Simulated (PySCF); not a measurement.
PySCF 2.14.0, B3LYP/def2-svp, df: Cr(NH)(NMe)(Cl)(NH2) (C[N]=[Cr](=[NH])([NH2])[Cl]), 12 atoms. The geometry is a generated start, not checked to be a minimum at this level.

| Item | Result |
|---|---|
| task | energy |
| method | b3lyp |
| basis | def2-svp |
| two-electron scheme | density fitting |
| mol.max_memory | 3000 MB |
| mf.max_cycle | 100 |
| mf.conv_tol | 1e-09 (default) |
| mf.grids.level | 3 (default) |
| basis functions | 135 |
| grid points | 154456 |

```xyz
12

Cr    -0.7159     0.4033     0.4584
N     -2.0859    -0.4792     0.2985
H     -2.8413    -1.1052     0.0507
N      0.4706     0.1926    -0.6542
C      1.2826    -0.1599    -1.7289
H      1.8396    -1.0753    -1.4949
H      0.6791    -0.3465    -2.6275
H      2.0017     0.6396    -1.9468
Cl    -1.2509     2.4236     0.4073
N      0.0516    -0.0287     2.0701
H      1.0395    -0.1310     2.2780
H     -0.4707    -0.3333     2.8893
```

Charge 0 and multiplicity 1 are set for this test and not shown to be the ground state.

With the defaults (mf.DIIS = CDIIS, mf.diis_space = 8, mf.diis = true, mf.damp = 0, mf.diis_start_cycle = 1, mf.init_guess = minao, mf.level_shift = 0) it converges in 23 Fock builds. One run each on 2 threads, 1 BLAS thread, with these changes:
- mf.diis = false
- mf.diis = false, mf.damp = 0.7, mf.diis_start_cycle = 999
- mf.DIIS = EDIIS
- mf.diis_space = 3
- mf.init_guess = mod_huckel
- mf.init_guess = sap
- mf.diis_space = 12
- mf.level_shift = 1 Hartree
- mf.DIIS = ADIIS

Question: Which runs fail or end elsewhere than the default run?

Answer: No convergence: mf.DIIS = EDIIS; mf.diis_space = 3; mf.diis = false; mf.diis = false, mf.damp = 0.7, mf.diis_start_cycle = 999 (the run ends without SCF convergence in 100 cycles). The rest reach the solution of the defaults.

```
setting                                                    Fock builds             end
---------------------------------------------------------  -----------  --------------
mf.diis_space = 12                                                  22   same solution
the defaults                                                        23   same solution
mf.init_guess = sap                                                 24   same solution
mf.init_guess = mod_huckel                                          45   same solution
mf.level_shift = 1 Hartree                                          53   same solution
mf.DIIS = ADIIS                                                     79   same solution
mf.DIIS = EDIIS                                                    101  no convergence
mf.diis_space = 3                                                  101  no convergence
mf.diis = false                                                    101  no convergence
mf.diis = false, mf.damp = 0.7, mf.diis_start_cycle = 999          101  no convergence
```
